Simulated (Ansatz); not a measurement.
**Sc: response to strain**

Consider Sc in the hcp (Mg type) structure (space group P6_3/mmc, No. 194; a = 3.3179 Å, c = 5.1860 Å; relaxed with 0.1 eV smearing). Axes: x lies along a and z along c of the hexagonal cell.

Strains are applied to the cell and any free atomic positions relax; under biaxial strain the out-of-plane vector relaxes too.

The values are results of PBE (Ansatz, a quantum-chemistry and plane-wave program; PAW; 420 eV plane waves; no spin-orbit coupling), not measurements.

| biaxial strain, plane normal [001], relaxed out of plane (%) | out-of-plane strain (%) |
|---|---|
| 0 | 0.00 |
| 0.5 | -0.28 |
| 1 | -0.56 |
| 1.5 | -0.83 |
| 2 | ? |
| 2.5 | -1.37 |
| 3 | -1.64 |

Question: Fit ε⊥ = −νε + γε² (strains in %) to the rows shown and predict the withheld row.

Answer: Least squares on the printed values gives ν = 0.56 (the biaxial Poisson response) and γ = 0.005 (largest residual 0.00 %); this predicts -1.10 %, and the run gives -1.10 %, in agreement.

Whether these cells are dynamically stable was not tested. The final runs are not spin-polarised.
